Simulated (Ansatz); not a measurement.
Base system: ZnSe in the zinc blende structure (space group F-43m, No. 216; a = 5.6655 Å).

Structures relaxed with r2SCAN (Ansatz, a program for electronic structure), spin-orbit coupling left out.

Base:

Simulated powder pattern, Co Kα, λ = 1.79026 Å (kinematic, ideal powder, no thermal factors, no anomalous dispersion; the 10 strongest lines at most, above 2 %, up to 2θ = 90°):

```json
[
 {"2θ (°)": "31.76", "I/Imax (%)": "100", "hkl": "(111)"},
 {"2θ (°)": "53.09", "I/Imax (%)": "71", "hkl": "(220)"},
 {"2θ (°)": "63.20", "I/Imax (%)": "42", "hkl": "(311)"},
 {"2θ (°)": "78.39", "I/Imax (%)": "11", "hkl": "(400)"},
 {"2θ (°)": "87.05", "I/Imax (%)": "18", "hkl": "(331)"}
]
```

One thing is altered: cell and atoms relaxed at a pressure of 1.5 GPa.

After the change:

Simulated powder pattern, Co Kα, λ = 1.79026 Å (kinematic, ideal powder, no thermal factors, no anomalous dispersion; the 10 strongest lines at most, above 2 %, up to 2θ = 90°):

| 2θ (°) | I/Imax (%) | hkl |
|---|---|---|
| 32.00 | 100 | (111) |
| 53.51 | 71 | (220) |
| 63.72 | 42 | (311) |
| 79.08 | 11 | (400) |
| 87.86 | 18 | (331) |

The indices refer to the base's conventional cell; one index is shown for lines that coincide.

Load acts through the strain it causes; cell and atoms are relaxed under it. Stability against distortions was not tested.
